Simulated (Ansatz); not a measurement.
# Effect of biaxial strain +1.80 %, plane normal [001], relaxed out of plane on SnO2

Base system: SnO₂ in the rutile structure (space group P4_2/mnm, No. 136; a = 4.8276 Å, c = 3.2381 Å). Axes: x, y, z lie along a, b, c of the conventional cell.

Now apply this change: tensile biaxial strain of 1.80 % in the plane normal to [001], as in epitaxy on a mismatched substrate; the out-of-plane cell vector and the atoms relax.

Computed with PBE (Ansatz, an electronic-structure program), scalar-relativistic without spin-orbit coupling. Settings: 7×7×10 k-points, 0.05 eV Fermi–Dirac smearing.

```csv
quantity,base,changed,shift
volume per atom,12.58 Å³,12.89 Å³,+0.31 Å³
space group,P4_2/mnm (No. 136),P4_2/mnm (No. 136),–
shortest interatomic distance,2.089 Å,2.088 Å,-0.001 Å
band gap (an upper bound: an edge found on the path is not a true extremum; the changed cell),0.68 eV,0.56 eV,-0.12 eV
out-of-plane strain,–,-1.13 %,–
ratio −ε⊥/ε∥,–,0.63,–
mean in-plane stress (compression positive),–,-4.4 GPa,–
```

Final structure (turned so that z lies along the plane normal):

```yaml
crystal:
  lattice:
    - [4.91447, 0.00000, 0.00000]
    - [0.00000, 4.91447, 0.00000]
    - [0.00000, 0.00000, 3.20152]
  atoms:
    - { symbol: Sn, position: [0.00000, 0.00000, 0.00000] }
    - { symbol: Sn, position: [0.50000, 0.50000, 0.50000] }
    - { symbol: O, position: [0.30707, 0.30707, 0.00000] }
    - { symbol: O, position: [0.80707, 0.19293, 0.50000] }
    - { symbol: O, position: [0.19293, 0.80707, 0.50000] }
    - { symbol: O, position: [0.69293, 0.69293, 0.00000] }
```

Whether these cells are dynamically stable was not tested.
